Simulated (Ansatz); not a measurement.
Take a 16-atom supercell of ZrC in the rock salt structure (space group Fm-3m, No. 225; a = 4.7114 Å) at its relaxed geometry as the base.

Computed with r2SCAN in Ansatz (plane waves to 500 eV, PAW, scalar-relativistic without spin-orbit coupling).

One thing is altered: a neutral Li interstitial (started 1.84 Å from the nearest host atom), atoms relaxed at fixed cell, starting from a slightly rattled geometry.

### Question
What happens to the largest displacement of a host atom from its site in the perfect cell and final site of the added atom?

### Answer
The largest displacement of a host atom from its site in the perfect cell is 0.13 Å; the final site of the added atom comes out as 4 C at 2.02 Å (tetrahedral).

In so small a cell the defect repeats every few ångströms: this is an ordered compound, not a dilute defect. The final runs are not spin-polarised. The defect cell is not spin-polarised.

Ansatz is a quantum-chemistry and plane-wave program.
